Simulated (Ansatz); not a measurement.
Consider the following.

```
BN
1.0
    2.59458     0.00000     0.00000
    0.00000     2.59458     0.00000
    1.29729    -1.29729     1.78771
N B
1 1
Direct
  0.25000   0.25000   0.50000
  0.00000   0.00000   0.00000
```

A single point on BN with a change (biaxial strain +1.78 %, plane normal [001], relaxed out of plane), its geometry relaxed with PBEsol.

Level of theory: Ansatz (a quantum-chemistry and plane-wave program), HSE06, PAW, cutoff 420 eV, with spin-orbit coupling, earlier PAW set. Γ-centred 12×12×12 mesh, Fermi–Dirac width 0.01 eV.

Task: Predict the band gap and valence-band top at Γ.

Result: The band gap is 5.30 eV and the valence-band top at Γ (three highest Kramers pairs, from the VBM) comes out as 0.00, -0.24, -0.26 eV.

Single points use the geometry relaxed with PBEsol. HSE06 gaps are upper bounds (no full band path). Stability against distortions was not tested. The cell was made from BN in the zinc blende structure (space group F-43m, No. 216) by this change: biaxial strain +1.78 %, plane normal [001], relaxed out of plane.
